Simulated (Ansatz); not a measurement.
Bi₂Te₂Se (R-3m, No. 166, 5 atoms in the cell; start mp-29666), treated with r²SCAN in Ansatz (plane waves, PAW).

Numerical settings: plane-wave cutoff 560 eV, 10×10×10 k mesh, Fermi–Dirac smearing 0.01 eV, scalar-relativistic PAW data made under PBE.

Cell (relaxed at this level):

Space group R-3m, hexagonal axes (No. 166); a = b = 4.327 Å, c = 31.791 Å, α = β = 90.00°, γ = 120.00°

| atom | site | symmetry | x | y | z |
|---|---|---|---|---|---|
| Bi | 6c | 3m | 0.0000 | 0.0000 | 0.3918 |
| Te | 6c | 3m | 0.0000 | 0.0000 | 0.2198 |
| Se | 3a | -3m | 0.0000 | 0.0000 | 0.0000 |
(The calculation used a cell of 5 atoms; values per cell refer to that cell.)

Task: Predict the band gap.

Result: 
- band gap = 0.73 eV

Note: the cell has widely spaced layers and the level no dispersion term, so their spacing and the moduli can rest on weak binding.

Spin–orbit coupling is not included; with these elements it can move the gap by several tenths of an eV or more.

It cost about 80 core-seconds (a rough figure) of CPU time.

A start named mp-… is a Materials Project structure, which need not be a measured phase.

Ansatz is an electronic-structure program.
